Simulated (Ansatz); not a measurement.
## Fermi-surface data of TiRh (P4/mmm)

Given:

```xyz
2
Lattice="2.9143 0.0000 0.0000 0.0000 2.9143 0.0000 0.0000 0.0000 3.3998" Properties=species:S:1:pos:R:3 pbc="T T T"
Ti     1.4572     1.4572     1.6999
Rh     0.0000     0.0000     0.0000
```

All values below come from PBEsol with spin-orbit coupling, rigid bands (plane waves, PAW; Ansatz, a first-principles code). Condition of this run: spin-orbit coupling switched on. How the cell was made: cell and atoms relaxed with PBEsol.

| Property | Value |
|---|---|
| density of states at the Fermi level | 2.64 states/(eV·cell), both spins |
| bare Sommerfeld coefficient | 3.1 mJ/(mol of atoms·K²) |
| Drude plasma energy | 5.7 (x), 5.7 (y), 6.7 (z) eV |
| root-mean-square Fermi velocity | 3.9e5 m/s |
| resistivity times τ | 15.2 (x), 15.2 (y), 10.9 (z) ×10⁻²² Ω·m·s |

A metal at this level (no band gap); rigid bands, thermally averaged at 300 K, both spins. τ is one relaxation time for all states.

Formula and space group known from diffraction (Crystallography Open Database), not checked to be the room-temperature form: TiRh (P4/mmm).
